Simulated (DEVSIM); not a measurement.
System: Schottky contact on n-type Si, at 300 K.

Layer 1 from the left is Si, thickness (μm) 4.20, Nd (cm⁻³) 1.7e16, τn (s) 4.2e-6, τp (s) 4.2e-6. Layer 2 from the left is Si, thickness (μm) 4.10, Nd (cm⁻³) 2.7e18, τn (s) 4.2e-6, τp (s) 4.2e-6.

Left contact: Schottky, work function 4.92 eV, emission velocity 3.6e6 cm/s. Right contact: ohmic. Voltage is applied to the left contact. Recombination: SRH at mid-gap, radiative. Mobility is μmin + (μ − μmin)/(1 + (N/Nref)^α).

The device is made up for the run: typed textbook-type constants, with dimensions and the other settings drawn at random. Values at 300 K.

Si: gap (eV) 1.124, affinity (eV) 4.05, permittivity 11.7, Nc (cm⁻³) 2.86e19, Nv (cm⁻³) 3.1e19, μn (cm²/Vs) 1417, μp (cm²/Vs) 470, μn,min 52, μp,min 45, Nref,n 9.7e16, Nref,p 2.2e17, αn 0.68, αp 0.72, B (cm³/s) 4.7e-15.

Model (solved in DEVSIM): 1D drift-diffusion, Boltzmann statistics, complete ionisation; no tunnelling, impact ionisation, image-force lowering or self-heating. Metal contacts follow the ideal Schottky-Mott rule: no Fermi-level pinning, no interface dipoles.

Dark forward current:

```csv
|V| (V),|J| (A/cm²)
0.05,2.241e-7
0.10,1.767e-6
0.15,1.240e-5
0.20,8.564e-5
0.25,0.0005901
0.30,0.004061
0.35,0.02791
0.40,0.1913
0.45,1.300
0.50,8.488
0.55,46.37
0.60,163.2
0.65,365.8
0.70,637.1
0.75,1023
0.80,1697
0.85,2963
```

Question: Work out the local ideality factor n = ΔV / (kT/q · ln(J2/J1)) between the rows 0.15 and 0.20 V, 0.80 and 0.85 V.

Answer: kT/q = 25.85 mV. From 0.15 to 0.20 V: ln(8.564e-5/1.240e-5) = 1.932, n = 1.00, near the 1 of diffusion or emission over a barrier. From 0.80 to 0.85 V: ln(2963/1697) = 0.557, n = 3.47.

Question: Estimate the current at 0.30 V for emission alone, J0 = q v N_band exp(−φB/kT), and read the barrier back from the simulated current.

Answer: φB = 0.870 eV, N_band = 2.86e19 cm⁻³, J0 = 3.99e-8 A/cm²; J = J0 (exp(qV/kT) − 1) = 0.00438 A/cm². The simulation gives 0.00406 A/cm²; the estimate lies 7.8 % above. Read backwards, the simulated current gives an apparent barrier of 0.872 eV. The estimate leaves out transport through the depletion region and minority injection.
